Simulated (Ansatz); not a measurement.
Consider SnSe in the GeS type structure (space group Pnma, No. 62; layered, stacked along the Cartesian x axis).

```
CELL_PARAMETERS angstrom
     11.53579     0.00000     0.00000
      0.00000     4.12093     0.00000
      0.00000     0.00000     4.57816
ATOMIC_POSITIONS crystal
  Sn 0.11799 0.25000 0.11649
  Sn 0.38201 0.75000 0.61649
  Sn 0.88201 0.75000 0.88351
  Sn 0.61799 0.25000 0.38351
  Se 0.85352 0.25000 0.48533
  Se 0.64648 0.75000 0.98533
  Se 0.14648 0.75000 0.51467
  Se 0.35352 0.25000 0.01467
```

The values are results of Ansatz (a quantum-chemistry and plane-wave program), r2SCAN+rVV10, PAW, cutoff 500 eV, no spin-orbit coupling, not measurements.

Before the change:

| Item | Value |
|---|---|
| Smallest direct gap | 1.18 eV |
| In-plane lattice parameter a | 4.121 Å |

Perturbation: a free-standing slab of 3 layers (12 atoms, 4 a layer) is cut normal to the stacking axis, with 15 Å of vacuum and the in-plane cell relaxed.

### Question
What does the calculation give for the smallest direct gap, in-plane lattice parameter a and excess energy per area of both faces after the change?

### Answer
The smallest direct gap rises by 0.234 eV to 1.42 eV; the in-plane lattice parameter a goes up by 0.011 Å to 4.132 Å; the excess energy per area of both faces (slab less bulk energy over the cell's area: twice a surface energy) is 0.53 J/m².

Slab and bulk use different k-meshes, which limits the precision of the excess energy. Whether these cells are dynamically stable was not tested.
